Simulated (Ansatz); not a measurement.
# TiO2: O → C

Take TiO$_{2}$ in the rutile structure (space group P4_2/mnm, No. 136; a = 4.5973 Å, c = 2.9543 Å) as the base.

Perturbation: full substitution O → C, then cell and atoms are relaxed.

The values are results of r2SCAN/PAW in Ansatz (a first-principles code), no spin-orbit coupling, earlier PAW set, not measurements. Γ-centred 10×10×15 mesh, Fermi–Dirac width 0.05 eV, for the changed cell.

```tsv
quantity	base	changed	shift
lattice parameter a	4.597 Å	4.976 Å	+0.379 Å
c/a ratio	0.643	0.623	-0.020
shortest interatomic distance	1.948 Å	2.071 Å	+0.1224 Å
band gap	2.22 eV	zero	–
```

Final structure:

```
TiC2
1.0
    4.97613     0.00000     0.00000
    0.00000     4.97613     0.00000
    0.00000     0.00000     3.09832
Ti C
2 4
Cartesian
  0.00000   0.00000   0.00000
  2.48807   2.48807   1.54916
  1.46417   1.46417   0.00000
  3.95224   1.02389   1.54916
  1.02389   3.95224   1.54916
  3.51196   3.51196   0.00000
```

Cost of the whole job for the changed cell (relaxation, final SCF and bands): around 5 core-minutes (rough).

Whether these cells are dynamically stable was not tested. As relaxed here, TiC2 is a hypothetical phase, not in the database extracts checked. The final runs are not spin-polarised. TiC2 has a high density of states at the Fermi level and may be magnetic at this level.
